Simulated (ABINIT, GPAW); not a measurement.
A GPAW input for a self-consistent single point of PbO2 (P4_2/mnm, 6 atoms in the cell) (DFT PBE, plane waves, GPAW PAW datasets PBE (gpaw-data 1.0.1)):

```python
from ase import Atoms
from ase.units import GPa
from gpaw import GPAW, PW

atoms = Atoms(['Pb', 'Pb', 'O', 'O', 'O', 'O'],
              cell=[[4.888068, 0.000000, 0.000000],
                    [0.000000, 4.888068, 0.000000],
                    [0.000000, 0.000000, 3.336047]],
              positions=[[0.000000, 0.000000, 0.000000],
                         [2.444034, 2.444034, 1.668024],
                         [1.502739, 1.502739, 0.000000],
                         [3.385329, 3.385329, 0.000000],
                         [0.941295, 3.946773, 1.668024],
                         [3.946773, 0.941295, 1.668024]],
              pbc=True)

calc = GPAW(mode=PW(950),
            xc='PBE',
            kpts={'size': (6, 6, 8), 'gamma': True},
            occupations={'name': 'methfessel-paxton', 'width': 0.136, 'order': 0},
            nbands=-10,
            convergence={'density': 1e-05},
            symmetry={'symmorphic': False, 'tolerance': 0.0005},
            maxiter=100,
            txt='-')

atoms.calc = calc

energy = atoms.get_potential_energy()
print('Energy (eV):', round(energy, 6))
forces = atoms.get_forces()
print('Forces (eV/Ang):')
print(forces.round(5))
stress = atoms.get_stress()
print('Stress (GPa, Voigt):', (stress / GPa).round(4))
```

Q: Translate this input to ABINIT.

A: One input that does it (others would too):

```
# PbO2, JTH v2.0 PBE PAW
pp_dirpath "./"
pseudos "Pb.GGA_PBE-JTH.xml, O.GGA_PBE-JTH.xml"
acell 3*1.0 Angstrom
rprim
         4.8880680000    0.0000000000    0.0000000000
         0.0000000000    4.8880680000    0.0000000000
         0.0000000000    0.0000000000    3.3360470000
natom 6
ntypat 2
znucl 82 8
typat 1 1 2 2 2 2
xred
         0.0000000000    0.0000000000    0.0000000000
         0.5000000000    0.5000000000    0.5000000000
         0.3074300000    0.3074300000    0.0000000000
         0.6925700000    0.6925700000    0.0000000000
         0.1925700000    0.8074300000    0.5000000000
         0.8074300000    0.1925700000    0.5000000000
ecut 24 Ha
pawecutdg 48 Ha
pawxcdev 0
occopt 7
tsmear 0.00499791
nband 34
kptopt 1
ngkpt 6 6 8
nshiftk 1
shiftk 0 0 0
nstep 60
tolvrs 1.0e-11
prtwf 0
prtden 0
enunit 2
```

Basis settings and potentials, where a program has them, do not carry over. This input uses DFT, PBE, plane waves, PAW (JTH v2.0 PBE PAW).

The starting cell comes from a database of computed structures (which also holds hypothetical and non-ambient phases and stackings), without a prior relaxation at this level. Its lattice was rescaled by a random factor within 2.5 % of one.
